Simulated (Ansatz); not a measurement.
**Rh: response to strain**

The parent structure is Rh in the fcc (Cu type) structure (space group Fm-3m, No. 225; a = 3.7816 Å; relaxed with 0.1 eV smearing). Axes: x, y, z lie along the cube axes.

Strains are applied to the cell and any free atomic positions relax; under biaxial strain the out-of-plane vector relaxes too.

The values are results of Kohn–Sham DFT with the PBEsol functional, run in Ansatz (a first-principles code) with PAW and 420 eV plane waves, spin-orbit coupling left out, not measurements.

Notes on the quantities. pressure: mean of the normal stresses, compression positive.

| case | volume per atom | pressure |
|---|---|---|
| base | 13.52 Å³ | 0.0 GPa |
| biaxial strain −3.00 %, plane normal [001], relaxed out of plane | 13.07 Å³ | 11.4 GPa |
| biaxial strain −2.50 %, plane normal [001], relaxed out of plane | 13.15 Å³ | 9.3 GPa |
| biaxial strain −2.00 %, plane normal [001], relaxed out of plane | … | … |
| biaxial strain −1.50 %, plane normal [001], relaxed out of plane | 13.29 Å³ | 5.3 GPa |
| biaxial strain −0.50 %, plane normal [001], relaxed out of plane | 13.44 Å³ | 1.7 GPa |
| biaxial strain +1.00 %, plane normal [001], relaxed out of plane | 13.67 Å³ | -3.1 GPa |
| biaxial strain +2.00 %, plane normal [001], relaxed out of plane | 13.82 Å³ | -5.8 GPa |
| biaxial strain +2.50 %, plane normal [001], relaxed out of plane | 13.89 Å³ | -7.1 GPa |
| biaxial strain +3.00 %, plane normal [001], relaxed out of plane | 13.96 Å³ | -8.2 GPa |

**Question.** Fill in the withheld entries from the trend.

**Answer.** 
- biaxial strain −2.00 %, plane normal [001], relaxed out of plane, volume per atom: 13.22 Å³
- biaxial strain −2.00 %, plane normal [001], relaxed out of plane, pressure: 7.2 GPa

No phonon test of stability was made. All final runs are without spin polarisation. Rh lies near a magnetic instability that expansion can trigger; it was not tested.
